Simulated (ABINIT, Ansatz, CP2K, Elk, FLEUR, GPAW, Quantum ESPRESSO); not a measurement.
## GaAs (F-43m, 2 atoms in the cell) computed with different codes at matched settings

Self-consistent single point, at a second geometry (lattice scaled by 0.98). First geometry:

```yaml
crystal:
  lattice:
    - [0.00000, 2.82500, 2.82500]
    - [2.82500, 0.00000, 2.82500]
    - [2.82500, 2.82500, 0.00000]
  atoms:
    - { symbol: Ga, position: [0.00000, 0.00000, 0.00000] }
    - { symbol: As, position: [0.25000, 0.25000, 0.25000] }
```

Shared settings, as Ansatz (a first-principles code) writes them: kpoints.mp_grid.grid = 8 8 8; scf.occupations.method = fermi_dirac; scf.occupations.width = 0.01 eV. Potentials and cutoffs stand in the table.

```tsv
code	model	ΔF from the first geometry (meV/atom)	pressure (GPa)	gap on the mesh (eV)	cutoff
FLEUR	PBE, all-electron FLAPW (FLEUR), scalar-relativistic valence	53.0	–	0.995	Kmax 3.8 1/bohr
CP2K	PBE, GPW, DZVP-MOLOPT-SR-GTH basis, GTH-PBE potentials (GTH_POTENTIALS)	57.9	9.92	0.976	grid 600 Ry
Quantum ESPRESSO	PBE, GBRV 1.5 ultrasoft (PBE) pseudopotentials	52.0	8.96	1.006	50 Ry
Elk	PBE, all-electron FP-LAPW, Elk's shipped species files, APW+lo basis with extra local orbitals	52.5	–	0.983	rgkmax 8
Ansatz	PBE, default PAW files	49.1	8.69	0.995	default
GPAW	PBE, GPAW PAW datasets PBE (gpaw-data 1.0.1)	59.9	10.28	1.077	550 eV
ABINIT	PBE, norm-conserving pseudopotentials (PseudoDojo nc-sr-05 PBE standard)	50.3	8.89	0.996	42 Ha
```

A dash marks a value that a program does not give, or that is left out as unsure.

Gaps are read on the mesh.

The spread over the programs that give each value: ΔF from the first geometry within 10.8 meV/atom; pressure within 1.59 GPa; gap on the mesh within 0.101 eV.

CP2K uses small atom-centred bases, whose incompleteness enters pressures, forces and empty levels differently from a plane-wave cutoff. FLEUR and Elk treat all electrons, but the usual bases taken here (sphere radii, linearisation, local orbitals, empty states) were not tested for convergence, so the values are no reference for the others. Ansatz's pressure is given at a fixed set of plane waves, as the other plane-wave codes print theirs; with its correction for the finite basis it is 8.73 GPa. In the pressure, GPAW (by 1.35) lies more than 1 GPa from the median of the plane-wave programs.

The starting cell has typed, rounded lattice constants, without a prior relaxation at this level. For this run, on top of that: lattice scaled by 0.98.

Left out of this page: SIESTA (unsound by tests on forces, stress, charge or solver warnings).

Keys are those of Ansatz 0.2.
